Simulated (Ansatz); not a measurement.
Functionals compared on CO on the 1x1 (0001) surface of hcp Ru, one in a 2x2 cell, started at the site 'bridge Ru-Ru (span 2.7 Å)', in Ansatz (plane waves, PAW). The structure was relaxed with PBE; the other rows are single points on it, each with its references at the same level. Cutoff 420 eV (500 eV for r2SCAN).

Model: 18-atom slab, 6.3 Å thick at the start under the adsorbate (thin: gaps and levels are the slab's own), 6x6x1 mesh, Fermi-Dirac 0.1 eV, dipole correction, 8 atoms held, the rest relaxed; start symmetry kept, larger cells not searched; no spin, no spin-orbit, no U, no dispersion correction. At the end it is bonded to 3 Ru. In PBE it is, or lies within 0.03 eV of, the lowest of the starts that converged. These notes are the PBE run's. Adsorption energies are against CO(g). A negative adsorption energy means that the adsorbate is more stable on the surface than in its reference.

```json
[
 {"functional": "PBE", "adsorption energy (eV)": "-1.87", "work function of the top face (eV)": "6.16", "change of the work function (eV)": "1.16", "rough cost of the single point": "–"},
 {"functional": "RPBE", "adsorption energy (eV)": "-1.49", "work function of the top face (eV)": "6.02", "change of the work function (eV)": "1.20", "rough cost of the single point": "about 120 core-seconds (a rough figure)"},
 {"functional": "r2SCAN", "adsorption energy (eV)": "[?]", "work function of the top face (eV)": "[?]", "change of the work function (eV)": "[?]", "rough cost of the single point": "roughly 3 core-minutes"}
]
```

### Question
What belongs in the gaps?

### Answer

- r2SCAN, adsorption energy (eV): -1.97
- r2SCAN, work function of the top face (eV): 6.26
- r2SCAN, change of the work function (eV): 1.26

Ansatz is a program for electronic structure.
